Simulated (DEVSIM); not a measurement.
System: abrupt GaAs p-n junction, at 400 K.

Layer 1 from the left is GaAs, thickness (μm) 2.00, Na (cm⁻³) 2.2e15, τn (s) 2.4e-8, τp (s) 2.4e-8. Layer 2 from the left is GaAs, thickness (μm) 30.0, Nd (cm⁻³) 1.6e14, τn (s) 2.4e-8, τp (s) 2.4e-8.

Left contact: ohmic. Right contact: ohmic. Voltage is applied to the left contact. Recombination: SRH at mid-gap, radiative. Mobility is constant in doping.

Constants are typed, rounded textbook-type inputs, not results; the design itself was drawn at random and stands for no fabricated device. Values at 300 K; Nc and Nv go as T^1.5, mobilities as T to minus their exponent, the gap by Varshni's rule with the affinity fixed.

GaAs: gap (eV) 1.424, affinity (eV) 4.07, permittivity 12.9, Nc (cm⁻³) 4.7e17, Nv (cm⁻³) 9e18, μn (cm²/Vs) 8500, μp (cm²/Vs) 400, T exponent of μn 2.1, T exponent of μp 2.2, B (cm³/s) 2e-10, Varshni α (eV/K) 0.000541, Varshni β (K) 204.

### Question
Estimate by hand the built-in potential, the peak field at zero bias, the capacitance at -0.6 V, and compare with a numerical solution.

### Answer

- Built-in potential: ni = √(Nc Nv) exp(−Eg/2kT) = 6.67e9 cm⁻³ with Eg = 1.377 eV; Vbi = kT/q ln(Na Nd/ni²) = 0.786 V; numerical 0.786 V.
- Peak field at zero bias: depletion approximation: W = √(2εVbi/(qN)) = 2.74 μm with N = 1.49e14 cm⁻³; field = 2Vbi/W = 5730 V/cm; numerical 5650 V/cm (estimate above by 1.5 %).
- Capacitance at -0.6 V: C = √(qεN / 2(Vbi + |V|)) = 3.14 nF/cm²; numerical 3.22 nF/cm² (estimate below by 2.6 %).

Simulated with DEVSIM: 1D drift-diffusion, Boltzmann statistics, complete ionisation; no tunnelling, impact ionisation, image-force lowering or self-heating.
